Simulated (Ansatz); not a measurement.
**Be: Be vacancy, symmetric start**

Consider a 16-atom supercell of Be in the hcp (Mg type) structure (space group P6_3/mmc, No. 194; a = 2.264 Å, c = 3.564 Å) at its relaxed geometry.

One thing is altered: one Be atom is removed, atoms relaxed at fixed cell.

All numbers come from Kohn–Sham DFT with the r2SCAN functional, run in Ansatz (a program for electronic structure) with PAW and 500 eV plane waves, without spin-orbit coupling. Γ-centred 9×9×9 mesh, Fermi–Dirac width 0.05 eV.

```tsv
quantity	base	changed	shift
pressure	0.0 GPa	-1.4 GPa	-1.4 GPa
energy gained by relaxation	–	0.01 eV	–
largest displacement of a host atom from its site in the perfect cell	–	0.04 Å	–
mean distance from the defect site to its nearest host atoms	2.21 Å	2.20 Å	-0.01 Å
```

Cost of the whole job for the changed cell (relaxation, final SCF and bands): about 3 core-minutes (a rough figure).

In so small a cell the defect repeats every few ångströms: this is an ordered compound, not a dilute defect. The defect started on the symmetric site and kept its symmetry, so it may sit on a saddle. The defect cell is not spin-polarised.
